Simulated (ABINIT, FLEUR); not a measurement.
An ABINIT input for a self-consistent single point of Ti3Al (P6_3/mmc, 8 atoms in the cell) (DFT, PBE, plane waves, PAW (JTH v2.0 PBE PAW)):

```
# Ti3Al, JTH v2.0 PBE PAW
pp_dirpath "./"
pseudos "Ti.GGA_PBE-JTH.xml, Al.GGA_PBE-JTH.xml"
acell 3*1.0
rprim
        10.6302270317    0.0000000474    0.0000000000
        -5.3151135569    9.2060466337    0.0000000000
         0.0000000000    0.0000000000    8.5640857290
natom 8
ntypat 2
znucl 22 13
typat 1 1 1 1 1 1 2 2
xcart
         2.8126369316    3.2143015483    1.1329797500
        -0.0000000074    1.6573285579    3.3989392500
        -1.3773483305    4.0429658086    3.3989392500
         4.1899852547    0.8286642976    1.1329797500
         1.4352886298    0.8286642853    1.1329797500
         1.3773482944    4.0429658208    3.3989392500
        -0.0000000145    3.2477533957    1.1329797500
         2.8126369387    1.6238767104    3.3989392500
      Angstrom
ecut 30 Ha
pawecutdg 60 Ha
pawxcdev 0
occopt 3
tsmear 0.1 eV
nband 49
kptopt 1
ngkpt 5 5 5
nshiftk 1
shiftk 0 0 0
nstep 80
tolvrs 1.0e-11
prtwf 0
prtden 0
enunit 1
```

Translate this input to FLEUR.

One input that does it (others would too):

Input of the input generator:

```
Ti3Al crystal
&input film=f /
10.6302270317 0.0000000474 0.0000000000
-5.3151135569 9.2060466337 0.0000000000
0.0000000000 0.0000000000 8.5640857290
1.0
1.0 1.0 1.0

8
22 0.8299000000 0.6598000000 0.2500000000
22 0.1701000000 0.3402000000 0.7500000000
22 0.1701000000 0.8299000000 0.7500000000
22 0.8299000000 0.1701000000 0.2500000000
22 0.3402000000 0.1701000000 0.2500000000
22 0.6598000000 0.8299000000 0.7500000000
13 0.3333333333 0.6666666667 0.2500000000
13 0.6666666667 0.3333333333 0.7500000000

&comp jspins=1 /
&kpt div1=5 div2=5 div3=5 /
&end /
```

```xml
<?xml version="1.0" encoding="UTF-8" standalone="no"?>
<fleurInput fleurInputVersion="0.39">
   <comment>
      Ti3Al crystal                                                                                       
   </comment>
   <calculationSetup>
      <cutoffs Kmax="4.1" Gmax="12.3" GmaxXC="12.3" numbands="0"/>
      <scfLoop itmax="60" minDistance="0.00001" maxIterBroyd="40" imix="Anderson" alpha="0.05" precondParam="0.0" spinf="2.0"/>
      <coreElectrons ctail="T" frcor="F" kcrel="0" coretail_lmax="0"/>
      <xcFunctional name="pbe" relativisticCorrections="F"/>
      <magnetism jspins="1"/>
      <soc l_soc="F" theta="0.0" phi="0.0" spav="F"/>
      <expertModes spex="0" secvar="F"/>
      <geometryOptimization l_f="T" forcealpha="1.0" forcemix="BFGS" epsdisp="0.00001" epsforce="0.00001"/>
      <ldaU l_linMix="F" mixParam="0.05" spinf="1.0"/>
   </calculationSetup>
   <cell>
      <bzIntegration valenceElectrons="78.0" mode="hist" fermiSmearingEnergy="0.00367493">
         <kPointListSelection listName="default-1"/>
         <!-- k-points included here -->
         <xi:include xmlns:xi="http://www.w3.org/2001/XInclude" href="kpts.xml"> </xi:include>
      </bzIntegration>
      <!-- symmetry operations included here -->
      <xi:include xmlns:xi="http://www.w3.org/2001/XInclude" href="sym.xml"> </xi:include>
      <bulkLattice scale="1.0">
         <bravaisMatrix>
            <row-1>   10.6302270317000005     0.0000000474000000     0.0000000000000000</row-1>
            <row-2>   -5.3151135569000001     9.2060466336999998     0.0000000000000000</row-2>
            <row-3>    0.0000000000000000     0.0000000000000000     8.5640857290000003</row-3>
         </bravaisMatrix>
      </bulkLattice>
   </cell>
   <atomSpecies>
      <species name="Titanium (Ti)" element="Ti" atomicNumber="22">
         <mtSphere radius="2.43" gridPoints="839" logIncrement="0.014"/>
         <atomicCutoffs lmax="10" lnonsphr="8"/>
         <electronConfig flipSpins="F">
            <coreConfig>(1s1/2) (2s1/2) (2p1/2) (2p3/2)</coreConfig>
            <valenceConfig>(3s1/2) (3p1/2) (3p3/2) (4s1/2) (3d3/2) (3d5/2)</valenceConfig>
            <stateOccupation state="(3d3/2)" spinUp="0.4" spinDown="0.4"/>
            <stateOccupation state="(3d5/2)" spinUp="0.6" spinDown="0.6"/>
         </electronConfig>
         <energyParameters s="4" p="4" d="3" f="4"/>
         <lo type="SCLO" l="0" n="3" eDeriv="0"/>
         <lo type="SCLO" l="1" n="3" eDeriv="0"/>
      </species>
      <species name="Aluminum (Al)" element="Al" atomicNumber="13">
         <mtSphere radius="2.45" gridPoints="847" logIncrement="0.014"/>
         <atomicCutoffs lmax="10" lnonsphr="8"/>
         <electronConfig flipSpins="F">
            <coreConfig>(1s1/2) (2s1/2) (2p1/2) (2p3/2)</coreConfig>
            <valenceConfig>(3s1/2) (3p1/2) (3p3/2)</valenceConfig>
            <stateOccupation state="(3p1/2)" spinUp="0.1666666666667" spinDown="0.1666666666667"/>
            <stateOccupation state="(3p3/2)" spinUp="0.3333333333333" spinDown="0.3333333333333"/>
         </electronConfig>
         <energyParameters s="3" p="3" d="3" f="4"/>
      </species>
   </atomSpecies>
   <atomGroups>
      <atomGroup species="Titanium (Ti)">
         <relPos label="                   1">-.1701000000 -.3402000000 1.000/4.000</relPos>
         <relPos label="                   2">.1701000000 .3402000000 -1.000/4.000</relPos>
         <relPos label="                   3">.1701000000 -.1701000000 -1.000/4.000</relPos>
         <relPos label="                   4">-.1701000000 .1701000000 1.000/4.000</relPos>
         <relPos label="                   5">.3402000000 .1701000000 1.000/4.000</relPos>
         <relPos label="                   6">-.3402000000 -.1701000000 -1.000/4.000</relPos>
         <force calculate="T" relaxXYZ="TTT"/>
      </atomGroup>
      <atomGroup species="Aluminum (Al)">
         <relPos label="                   7">1.000/3.000 -1.000/3.000 1.000/4.000</relPos>
         <relPos label="                   8">-1.000/3.000 1.000/3.000 -1.000/4.000</relPos>
         <force calculate="T" relaxXYZ="TTT"/>
      </atomGroup>
   </atomGroups>
   <output dos="F" band="F" slice="F">
      <checks vchk="F" cdinf="F"/>
      <bandDOS minEnergy="-.5*Htr" maxEnergy="0.5*Htr" sigma="0.015" storeEVData="T"/>
      <vacuumDOS vacdos="F" integ="F" star="F" nstars="0" locx1="0.0" locy1="0.0" locx2="0.0" locy2="0.0" nstm="0" tworkf="0.0"/>
      <unfoldingBand unfoldBand="F" supercellX="1" supercellY="1" supercellZ="1"/>
      <plotting iplot="0" polar="F">
         <plot TwoD="T" vec1="  1.0  0.0  0.0" vec2="  0.0  1.0  0.0" vec3="  0.0  0.0  1.0" zero="  0.0  0.0  0.0" file="plot"/>
      </plotting>
      <chargeDensitySlicing numkpt="0" minEigenval="0.0" maxEigenval="0.0" nnne="0" pallst="F"/>
      <specialOutput eonly="F"/>
      <magneticCircularDichroism mcd="F" energyLo="-10.0" energyUp="0.0"/>
   </output>
  <!-- We include the file relax.xml here to enable relaxations (see documentation) -->
  <xi:include xmlns:xi="http://www.w3.org/2001/XInclude" href="relax.xml"> <xi:fallback/> </xi:include>
</fleurInput>
```

Basis, cutoffs, solver keys and any potentials are the target program's own. This input uses DFT, PBE, all-electron FLAPW (FLEUR), scalar-relativistic valence.

The starting cell comes from a database of computed structures (which also holds hypothetical and non-ambient phases and stackings), without a prior relaxation at this level. Its lattice was rescaled by a random factor within 2.5 % of one.
